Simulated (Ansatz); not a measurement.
**The (321) surface of fcc Pd in its 1x1 cell, outermost plane spacing 0.53 Å in the ideal cut**

All values below come from PBE (plane waves to 420 eV, PAW; Ansatz, a program for electronic structure).

Model: 20-atom slab, 10.0 Å thick at the start (thin: gaps and levels are the slab's own), 8x6x1 mesh, Fermi-Dirac 0.1 eV, dipole correction, all atoms relaxed; start symmetry kept, larger cells not searched; no spin, no spin-orbit, no U.

```yaml
surface energy (mean of both faces): 1.60 J/m²
surface_energy_before_relaxation: 1.64 J/m²
work_function_of_the_top_face: 4.84 eV
energy_released_by_relaxation: 0.16 eV
cost: around 11 core-minutes (rough)
```
